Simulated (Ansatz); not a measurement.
Results of r²SCAN (plane waves, PAW; Ansatz, an electronic-structure program) for Ti₃AlB (model structure, started from the Ni3MgC type, Pm-3m, No. 221, 5 atoms in the cell).

Run with plane-wave cutoff 560 eV, 12×12×12 k mesh, Fermi–Dirac smearing 0.05 eV, no spin polarisation, scalar-relativistic PAW data made under PBE.

Cell (relaxed at this level):

```cif
data_AlBTi3
_chemical_formula_sum 'Al1 Ti3 B1'
_space_group_name_H-M_alt 'Pm-3m'
_space_group_IT_number 221
_space_group_name_Hall '-P 4 2 3'
_cell_length_a 4.25665
_cell_length_b 4.25665
_cell_length_c 4.25665
_cell_angle_alpha 90.000
_cell_angle_beta 90.000
_cell_angle_gamma 90.000
loop_
_atom_site_label
_atom_site_type_symbol
_atom_site_symmetry_multiplicity
_atom_site_Wyckoff_symbol
_atom_site_fract_x
_atom_site_fract_y
_atom_site_fract_z
_atom_site_occupancy
Al1 Al 1 a 0.00000 0.00000 0.00000 1
Ti1 Ti 3 c 0.00000 0.50000 0.50000 1
B1 B 1 b 0.50000 0.50000 0.50000 1
```

Estimate the bulk modulus B0 that the calculation returns.


* **bulk modulus B0**: 137 GPa

Note: the run has no spin polarisation, so it can have missed a magnetic state; the bulk modulus is −V dP/dV from two relaxed cells at ±2 % in volume; the relaxation could raise the start's symmetry but not lower it, so the cell can be a saddle point.

Computed values are for the static lattice.

It cost about 80 core-seconds (a rough figure) of CPU time.

A model structure was made by putting elements into a prototype or built by hand; it is no filed structure, need not be a known phase, and can be a saddle point held by its symmetry.
